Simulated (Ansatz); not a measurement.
Here is the system:

```
K2LuTaO6
1.0
    4.11813     0.00000     0.00000
    0.00000     4.11813     0.00000
    0.00000     0.00000     8.36009
K Ta Lu O
2 1 1 6
Direct
  0.00000   0.00000   0.75219
  0.00000   0.00000   0.24781
  0.50000   0.50000   0.00000
  0.50000   0.50000   0.50000
  0.00000   0.50000   0.00000
  0.00000   0.50000   0.50000
  0.50000   0.50000   0.76873
  0.50000   0.50000   0.23127
  0.50000   0.00000   0.00000
  0.50000   0.00000   0.50000
```

Spin-polarised, with starting moments of sign K0 K0 Ta0 Lu+ O+ O+ O+ O+ O+ O+.

The values are results of Kohn–Sham DFT with the r2SCAN functional, run in Ansatz (a first-principles code) with PAW and 500 eV plane waves, scalar-relativistic without spin-orbit coupling, earlier PAW set, not measurements. k-mesh 11×11×6 (Γ-centred); smearing 0.05 eV (Fermi–Dirac).

Question: Predict the band gap and largest site moment.

Answer: 
* **Band gap**: zero
* **Largest site moment**: 0.52 μB

The magnetic state is the one reached from the starting moments; the real material's order can differ, and small cells can't hold many antiferromagnetic ones. These are small ordered cells, not random alloys; other orderings at the same x differ. Whether these cells are dynamically stable was not tested. No Hubbard U is applied, and correlation can decide whether such a compound is a metal. The cell was made from KTaO3 by this change: x(Lu) = 0.5, 10 atoms, P4/mmm.
